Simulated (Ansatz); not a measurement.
Take InP (space group P4_2/mnm, No. 136; a hypothetical phase, not in the database extracts checked) as the base.

InP is modelled in the tetragonal space group P4₂/mnm (No. 136), Pearson symbol tP8. Conventional cell: a = b = 7.2766 Å, c = 4.2158 Å, α = β = γ = 90.00°. In on 4f has 4 P at 2.561–2.610 Å. P on 4g has 4 In at 2.561–2.610 Å. (Neighbours: up to the widest gap in distance over summed covalent radii, below 1.35, at either atom; cation-cation and far metal-metal contacts left out.)

Computed with PBE, PAW, 420 eV (Ansatz, an electronic-structure program; spin-orbit coupling left out).

Base values:

| Item | Result |
|---|---|
| Gap between the host's bands | 0.58 eV |
| Gap character | direct at Γ |

Modification: electron doping at 2.0×10^21 cm⁻³ (0.446 per cell), with a uniform compensating background at fixed cell and a 300 K Fermi–Dirac width.

Task: How does this affect the gap between the host's bands?

Result: The gap between the host's bands decreases by 0.02 eV (0.58 eV → 0.56 eV).

Task: How does this affect the Fermi level from band edge?

Result: The Fermi level relative to the doped band's edge (positive inside the band; to 0.05 eV) is +1.15 eV.

Task: Estimate the effect on the gap character.

Result: The gap character remains direct at Γ.

Charged cell with a jellium background: band edges are those of the host's band count, energies are not comparable with the neutral cell, and many-body gap narrowing is missing. Stability against distortions was not tested.
